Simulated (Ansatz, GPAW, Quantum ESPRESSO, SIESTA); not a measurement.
IrRh3 (I4/mmm, 4 atoms in the cell) computed with different codes at matched settings

Self-consistent single point, at a second geometry (lattice scaled by 0.98). First geometry:

```xyz
4
Lattice="-1.9068 1.9068 3.8195 1.9068 -1.9068 3.8195 1.9068 1.9068 -3.8195" Properties=species:S:1:pos:R:3 pbc="T T T"
Ir     0.0000     0.0000     0.0000
Rh     0.0000     1.9068     1.9097
Rh     1.9068     0.0000     1.9097
Rh     0.0000     0.0000     3.8195
```

Shared settings, as Ansatz (a program for electronic structure) writes them: kpoints.mp_grid.grid = 10 10 10; scf.occupations.method = gaussian; scf.occupations.width = 0.136 eV. Potentials and cutoffs stand in the table.

| code | model | ΔF from the first geometry (meV/atom) | pressure (GPa) | cutoff |
|---|---|---|---|---|
| Quantum ESPRESSO | LDA (PZ), GBRV 1.5 ultrasoft (LDA) pseudopotentials | -7.5 | 7.24 | 40 Ry |
| GPAW | LDA (Perdew-Wang 92), GPAW PAW datasets LDA (gpaw-data 1.0.1) | -8.6 | 8.67 | 550 eV |
| SIESTA | LDA PW92, numerical atomic orbitals DZP, PseudoDojo LDA standard norm-conserving potentials (rewritten from UPF to PSML) | -17.7 | 7.32 | grid 400 Ry |
| Ansatz | LDA (PW92), PAW files made with PBE | -12.5 | 8.02 | default |

For Quantum ESPRESSO (by 1.9 GPa) the energy change implies a higher mean pressure, against the two pressures, than for the other programs: a sign of finite-basis (Pulay) stress.

On Ansatz's run: spin-orbit coupling is off. Spin polarisation is off.

The spread over the programs that give each value: ΔF from the first geometry within 10.2 meV/atom; pressure within 1.43 GPa.

SIESTA uses small atom-centred bases, whose incompleteness enters pressures, forces and empty levels differently from a plane-wave cutoff. Ansatz's pressure is given at a fixed set of plane waves, as the other plane-wave codes print theirs; with its correction for the finite basis it is 8.11 GPa. The same LDA comes in different parametrisations, which differ slightly.

The starting cell comes from a database of computed structures (which also holds hypothetical and non-ambient phases and stackings), without a prior relaxation at this level. For this run, on top of that: lattice scaled by 0.98.

Left out of this page: Elk and FLEUR (not drawn, or without a comparable value).

Keys are those of Ansatz 0.2.
